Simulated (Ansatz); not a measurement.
Start from BaTiO3 (space group P4mm, No. 99; a = 3.955 Å, c = 4.046 Å). Axes: x, y, z lie along a, b, c of the conventional cell.

Now apply this change: the cell is compressed by 2.96 % along y with no lateral relaxation; the atoms relax in the strained cell.

Levels (all Ansatz, a first-principles code, PAW, earlier PAW set): PBEsol (420 eV, scalar-relativistic without spin-orbit coupling); r2SCAN (500 eV, no spin-orbit coupling); HSE06 (420 eV, no spin-orbit coupling); PBEsol+SOC (420 eV, with spin-orbit coupling).

One geometry, relaxed with PBEsol, under each level:

```json
[
 {"level": "PBEsol", "band gap": "1.90 eV", "lowest conduction level above the VBM at special points": "Γ 1.90 eV; Z 2.03 eV; X 2.31 eV; Y 2.48 eV", "pressure": "5.74 GPa"},
 {"level": "r2SCAN", "band gap": "[?]", "lowest conduction level above the VBM at special points": "[?]", "pressure": "[?]"},
 {"level": "HSE06", "band gap": "3.41 eV", "lowest conduction level above the VBM at special points": "Γ 3.41 eV; Z 3.55 eV; X 3.84 eV", "pressure": "–"},
 {"level": "PBEsol+SOC", "band gap": "1.90 eV", "lowest conduction level above the VBM at special points": "Γ 1.90 eV; Z 2.03 eV; X 2.31 eV; Y 2.48 eV", "pressure": "5.74 GPa"}
]
```

Give the withheld r2SCAN results.


- r2SCAN, band gap: 2.33 eV
- r2SCAN, lowest conduction level above the VBM at special points: Γ 2.33 eV; Z 2.44 eV; X 2.71 eV; Y 2.87 eV
- r2SCAN, pressure: 9.55 GPa

Single points use the geometry relaxed with PBEsol. Their cutoffs differ, which shifts pressures a little. HSE06 was sampled on its mesh, a few special points and the semilocal edge points, so its gap is an upper bound. The spin-orbit shifts are approximate. Stability against distortions was not tested. The runs without spin-orbit coupling are not spin-polarised. Labels are those of the standard path for the cell's own space group.
